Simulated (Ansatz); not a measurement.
Take WSe$_{2}$ (space group Fm-3m, No. 225; a = 6.168 Å; ferromagnetic; a hypothetical phase, not in the database extracts checked) as the base.

The change: a hydrostatic pressure of 3 GPa.

Levels (all Ansatz, a first-principles code, PAW, earlier PAW set): PBEsol (420 eV, spin-orbit coupling left out); r2SCAN (500 eV, no spin-orbit coupling).

The geometry is relaxed with PBEsol.

- PBEsol pressure = 3.0 GPa
- PBEsol magnetic state = ferromagnetic
- PBEsol largest site moment = 1.00 μB

Task: Predict the pressure, magnetic state and largest site moment from r2SCAN.

Result: The pressure goes up by 6.6 GPa to 9.6 GPa; the magnetic state is still ferromagnetic; the largest site moment increases by 0.297 μB to 1.29 μB.

Other magnetic orders, which the real material may have, were not ruled out. Single points use the geometry relaxed with PBEsol. Their cutoffs differ, which shifts pressures a little. Load acts through the strain it causes; cell and atoms are relaxed under it. No phonon test of stability was made.
